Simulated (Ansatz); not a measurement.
Consider HfSiSe (space group P4/nmm, No. 129; a = 3.576 Å, c = 8.256 Å).

Level of theory: PBEsol (Ansatz, a first-principles code, PAW, no SOC).

For the base:

The lattice parameter a comes out as 3.576 Å and the c/a ratio comes out as 2.308.

Now apply this change: full substitution Si → Pb, then cell and atoms are relaxed.

**Question.** Predict the new lattice parameter a and c/a ratio.

**Answer.** The lattice parameter a grows by 0.4592 Å (3.576 Å → 4.036 Å); the c/a ratio decreases by 0.259 to 2.049.

Stability against distortions was not tested. As relaxed here, HfPbSe is a hypothetical phase, not in the database extracts checked. The final runs are not spin-polarised.
